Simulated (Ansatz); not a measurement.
Effective masses and thermopower of SiC under load (space group I-4m2)

Given:

```yaml
crystal:
  lattice:
    - [0.00000, 2.18208, 2.16456]
    - [2.18208, 0.00000, 2.16456]
    - [2.18208, 2.18208, 0.00000]
  atoms:
    - { symbol: Si, position: [0.25000, 0.25000, 0.25000] }
    - { symbol: C, position: [0.00000, 0.00000, 0.00000] }
```

The numbers are results of PBEsol with spin-orbit coupling, rigid bands (plane waves, PAW; Ansatz, a first-principles code), not measurements. Condition of this run: uniaxial stress zz = 2 GPa (compression positive) (the target of the relaxation). How the cell was made: cell and atoms relaxed with PBEsol, then loaded as said.

band gap: 1.16 eV
electron conductivity mass (300 K, dilute): 0.24 (x), 0.24 (y), 0.55 (z) mₑ
hole conductivity mass (300 K, dilute): 0.72 (x), 0.72 (y), 0.69 (z) mₑ
effective density of states N_c (300 K): 5.2e18 cm⁻³
effective density of states N_v (300 K): 5.4e19 cm⁻³
density-of-states mass, electrons: 0.35 mₑ
density-of-states mass, holes: 1.67 mₑ
Seebeck coefficient, n-type 1e19 cm⁻³, 300 K: -215 μV/K
best n-type power factor at 300 K for τ = 10 fs (best axis; densities from 1e16 to 1e21 cm⁻³ tried, whether or not they can be reached): 7.4 μW/(cm·K²) at 1e20 cm⁻³
Seebeck coefficient, p-type 1e19 cm⁻³, 300 K: 428 μV/K
best p-type power factor at 300 K for τ = 10 fs (best axis; densities from 1e16 to 1e21 cm⁻³ tried, whether or not they can be reached): 30 μW/(cm·K²) at 3e20 cm⁻³

Rigid bands; masses and Seebeck coefficients take one relaxation time τ for all states and one kind of carrier; polarons and phonon drag are left out.
